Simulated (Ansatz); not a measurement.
The reference is KI in the CsCl type structure (space group Pm-3m, No. 221; a model cell, its experimental status unchecked).

```
CELL_PARAMETERS angstrom
      4.29190     0.00000     0.00000
      0.00000     4.29190     0.00000
      0.00000     0.00000     4.29190
ATOMIC_POSITIONS crystal
  K  0.00000 0.00000 0.00000
  I  0.50000 0.50000 0.50000
```

Cartesian axes are those of the cell as printed.

Computed with r2SCAN/PAW in Ansatz (a program for electronic structure), no spin-orbit coupling.

The change: biaxial strain −3.57 %, plane normal [111], relaxed out of plane (Cartesian); in-plane vectors clamped, the third vector and the atoms free.

**Question.** Predict the new in-plane stress.

**Answer.** The mean in-plane stress (compression positive) is +0.3 GPa.

**Question.** What happens to the out-of-plane strain?

**Answer.** The out-of-plane strain comes out as +7.68 %.

Stability against distortions was not tested. This is not the structure that KI has at room temperature and ambient pressure.
